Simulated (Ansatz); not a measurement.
Take Y in the hcp (Mg type) structure (space group P6_3/mmc, No. 194; a = 3.6523 Å, c = 5.7029 Å; relaxed with 0.1 eV smearing) as the base. Axes: x lies along a and z along c of the hexagonal cell.

Method: PBE, PAW, 420 eV (Ansatz, a first-principles code; scalar-relativistic without spin-orbit coupling).

Strains are applied to the cell and any free atomic positions relax.

One change was made to it. Results:

The pressure (mean of the normal stresses, compression positive) goes from zero to -0.4 GPa; the energy goes up by 0.8 meV/atom; the shortest interatomic distance goes up by 0.023 Å, from 3.546 Å to 3.569 Å.

Name the change that was made.
A) uniaxial strain ε_zz = +2.00 %
B) uniaxial strain ε_zz = −1.00 %
C) uniaxial strain ε_zz = −1.50 %
D) uniaxial strain ε_zz = +1.00 %

D, uniaxial strain ε_zz = +1.00 %. For comparison, the shortest interatomic distance in the other runs: uniaxial strain ε_zz = −1.50 % gives 3.512 Å; uniaxial strain ε_zz = −1.00 % gives 3.524 Å; uniaxial strain ε_zz = +2.00 % gives 3.592 Å.

Whether these cells are dynamically stable was not tested. All final runs are without spin polarisation.
